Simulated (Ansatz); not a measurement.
Input:

```
PbSe
1.0
    0.01761     3.08901     3.08901
    3.08901     0.01761     3.08901
    3.10662     3.10662     0.00000
Pb Se
1 1
Direct
  0.00000   0.00000   0.00000
  0.50000   0.50000   0.50000
```

No spin polarisation.

The values are results of r2SCAN in Ansatz (plane waves to 500 eV, PAW, no spin-orbit coupling), not measurements. Settings: 9×9×9 k-points, 0.05 eV Fermi–Dirac smearing.

### Question
What is the computed space group?

### Answer
Immm (No. 71).

### Question
What smallest direct gap does the calculation give?

### Answer
0.66 eV.

### Question
What is the computed stress (xx, yy, zz, yz, xz, xy; compression positive)?

### Answer
(-0.01, -0.01, -0.01, 0.00, 0.00, -0.21) GPa.

### Question
Estimate the band gap.

### Answer
0.61 eV.

Spin-orbit coupling, missing from the scalar runs, can matter with Pb. The cells carry an imposed strain or load. Whether these cells are dynamically stable was not tested. The cell was made from PbSe in the rock salt structure (space group Fm-3m, No. 225) by this change: tensor shear ε_xy = +0.57 %.

Ansatz is a first-principles code.
